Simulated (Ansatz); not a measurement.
The reference is AlRu in the CsCl type structure (space group Pm-3m, No. 221).

Space group Pm-3m (No. 221); a = b = c = 2.9764 Å, α = β = γ = 90.00°

| atom | site | symmetry | x | y | z |
|---|---|---|---|---|---|
| Al | 1a | m-3m | 0.0000 | 0.0000 | 0.0000 |
| Ru | 1b | m-3m | 0.5000 | 0.5000 | 0.5000 |

Method: PBEsol (Ansatz, an electronic-structure program; PAW; 420 eV plane waves; without spin-orbit coupling).

For the base:

- Lattice parameter a: 2.976 Å

The change: a hydrostatic pressure of 2.1 GPa.

Task: What happens to the lattice parameter a?

Result: The lattice parameter a decreases by 0.009 Å (2.976 Å → 2.967 Å).

Load acts through the strain it causes; cell and atoms are relaxed under it. Stability against distortions was not tested. The final runs are not spin-polarised.
